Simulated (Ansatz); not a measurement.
# AlV$_{2}$C (space group P6_3/mmc, No. 194)

Space group P6₃/mmc (No. 194); a = 2.885 Å, b = 2.885 Å, c = 13.117 Å, α = 90.00°, β = 90.00°, γ = 120.00°

```tsv
atom	site	symmetry	x	y	z
Al	2d	-6m2	0.6667	0.3333	0.2500
V	4f	3m.	0.3333	0.6667	0.0857
C	2a	-3m.	0.0000	0.0000	0.0000
```

The values are results of DFT with r2SCAN, PAW potentials and a 500 eV plane-wave cutoff in Ansatz (a program for electronic structure), no spin-orbit coupling, not measurements. k-mesh 18×18×4 (Γ-centred); smearing 0.05 eV (Fermi–Dirac).

The volume per atom comes out as 11.82 Å³. The density is 4.95 g/cm³ and the band gap is zero. The total energy is -1657.143 eV/atom (σ→0; compares only within this code and set-up).

Whether these cells are dynamically stable was not tested. Starting moments died away, wholly or in part, for the base; another magnetic solution may exist. All final runs are without spin polarisation.
